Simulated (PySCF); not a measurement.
PySCF 2.14.0, unrestricted B3LYP/def2-svp, df: Fe(SH)2(OH2)2 ([OH2]->[Fe](<-[OH2])([SH])[SH]), charge 0, multiplicity 5, 11 atoms. The geometry is a generated start, not checked to be a minimum at this level.

```
Quantity                      Result
-------------------  ---------------
task                          energy
method                         b3lyp
basis                       def2-svp
two-electron scheme  density fitting
mol.max_memory               3000 MB
mf.max_cycle                     100
mf.diis_space            8 (default)
mf.conv_tol          1e-09 (default)
mf.grids.level           3 (default)
basis functions                  125
grid points                   145680
```

```xyz
11

Fe     0.3336     0.0297    -0.0627
S      1.2668    -0.1559    -2.1268
H      2.4919    -0.0112    -1.6278
S      1.3464     0.5002     1.8977
H      0.2733     0.5604     2.6802
O     -1.2985     1.6715    -0.3803
H     -1.2980     1.9093    -1.3134
H     -1.1090     2.4739     0.1154
O     -0.8119    -1.9737     0.3017
H     -0.4093    -2.4874     1.0091
H     -0.7854    -2.5166    -0.4929
```

Charge 0 and multiplicity 5 are set for this test and not shown to be the ground state.

With the defaults (mf.DIIS = CDIIS, mf.damp = 0, mf.diis_start_cycle = 1, mf.diis = true, mf.level_shift = 0, mf.init_guess = minao) it converges in 32 Fock builds. One run each on 2 threads, 1 BLAS thread, with these changes:
- mf.DIIS = EDIIS
- mf.init_guess = sap
- mf.init_guess = huckel
- mf.init_guess = atom
- mf.damp = 0.7, mf.diis_start_cycle = 8
- mf.damp = 0.3, mf.diis_start_cycle = 4
- mf.level_shift = 1 Hartree
- mf.diis = false
- mf.damp = 0.7, mf.diis_start_cycle = 999, mf.diis = false

Question: Which of these changes keep the SCF from converging, or lead it to another solution?

Answer: No convergence: mf.DIIS = EDIIS; mf.damp = 0.3, mf.diis_start_cycle = 4; mf.diis = false; mf.damp = 0.7, mf.diis_start_cycle = 999, mf.diis = false (the run ends without SCF convergence in 100 cycles). The rest reach the solution of the defaults.

```csv
setting,Fock builds,end
the defaults,32,same solution
mf.init_guess = huckel,33,same solution
mf.init_guess = atom,44,same solution
mf.init_guess = sap,44,same solution
"mf.damp = 0.7, mf.diis_start_cycle = 8",47,same solution
mf.level_shift = 1 Hartree,86,same solution
mf.DIIS = EDIIS,101,no convergence
"mf.damp = 0.3, mf.diis_start_cycle = 4",101,no convergence
mf.diis = false,101,no convergence
"mf.damp = 0.7, mf.diis_start_cycle = 999, mf.diis = false",101,no convergence
```
